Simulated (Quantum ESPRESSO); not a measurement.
## Convergence test for CuAu (P4/mmm, 2 atoms in the cell)

```xyz
2
Lattice="2.8014 0.0000 0.0000 0.0000 2.8014 0.0000 0.0000 0.0000 3.5196" Properties=species:S:1:pos:R:3 pbc="T T T"
Cu     1.4007     1.4007     1.7598
Au     0.0000     0.0000     0.0000
```

Computed with PBE, SSSP 1.1.2 efficiency (PBE) pseudopotentials (plane waves; Quantum ESPRESSO).

The starting cell comes from a database of computed structures (which also holds hypothetical and non-ambient phases and stackings), without a prior relaxation at this level. Its lattice was rescaled by a random factor within 2.5 % of one. Spin polarisation is off. In the base run, with a pressure of about 14 GPa the cell is away from its equilibrium volume at this level.

Held fixed: ecutwfc = 60 Ry; ecutrho = 480 Ry; occupations = smearing; smearing = marzari-vanderbilt; degauss = 0.0036749 Ry; potentials = {Cu: Cu_pbe_v1.2.uspp.F.UPF, Au: Au_ONCV_PBE-1.0.oncvpsp.upf}; conv_thr = 1e-10 Ry; mixing_beta = 0.4.

ΔF is the free energy per atom less that of the last row (automatic 23 23 18 0 0 0).

The series runs over K_POINTS = automatic 1 1 1 0 0 0; automatic 2 2 2 0 0 0; automatic 3 3 2 0 0 0; automatic 4 4 3 0 0 0; automatic 5 5 4 0 0 0; automatic 7 7 5 0 0 0; automatic 8 8 6 0 0 0; automatic 9 9 8 0 0 0; automatic 11 11 9 0 0 0; automatic 13 13 10 0 0 0; automatic 15 15 12 0 0 0; automatic 18 18 15 0 0 0; automatic 23 23 18 0 0 0.

Problem. From which setting on does the energy stay within 5 meV/atom of the last one?

Solution. From K_POINTS = automatic 9 9 8 0 0 0 on; the one before it is off by 5.9 meV/atom.

Problem. From which setting on does the pressure stay within 0.05 GPa of the last one?

Solution. From K_POINTS = automatic 18 18 15 0 0 0 on; the one before it is off by 0.12 GPa. Only the last setting checks this, so the series should go further.

```csv
K_POINTS,ΔF (meV/atom),pressure (GPa),k-points,iterations,ending
automatic 1 1 1 0 0 0,-2403.7,30.39,1,13,converged
automatic 2 2 2 0 0 0,–,–,6,100,not converged
automatic 3 3 2 0 0 0,-191.9,12.13,6,18,converged
automatic 4 4 3 0 0 0,81.5,15.84,12,15,converged
automatic 5 5 4 0 0 0,-47.0,13.62,18,14,converged
automatic 7 7 5 0 0 0,-16.5,13.80,30,16,converged
automatic 8 8 6 0 0 0,5.9,14.66,60,14,converged
automatic 9 9 8 0 0 0,-1.83,13.85,75,16,converged
automatic 11 11 9 0 0 0,0.56,13.89,105,15,converged
automatic 13 13 10 0 0 0,3.9,14.11,168,15,converged
automatic 15 15 12 0 0 0,2.8,14.08,252,16,converged
automatic 18 18 15 0 0 0,0.60,14.21,440,16,converged
automatic 23 23 18 0 0 0,0.00,14.20,780,14,converged
```
